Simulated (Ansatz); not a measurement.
**Be in the hcp (Mg type) structure (space group P6_3/mmc, No. 194)**

Space group P6₃/mmc (No. 194); a = 2.265 Å, b = 2.265 Å, c = 3.561 Å, α = 90.00°, β = 90.00°, γ = 120.00°

```csv
atom,site,symmetry,x,y,z
Be,2d,-6m2,0.6667,0.3333,0.2500
```

All numbers come from Ansatz (an electronic-structure program) PBE, no SOC. Γ-centred 23×23×13 mesh, Fermi–Dirac width 0.05 eV.

```yaml
volume_per_atom: 7.91 Å³
density: 1.89 g/cm³
band_gap: zero
total_energy: -92.765 eV/atom (σ→0; compares only within this code and set-up)
```

Stability against distortions was not tested.
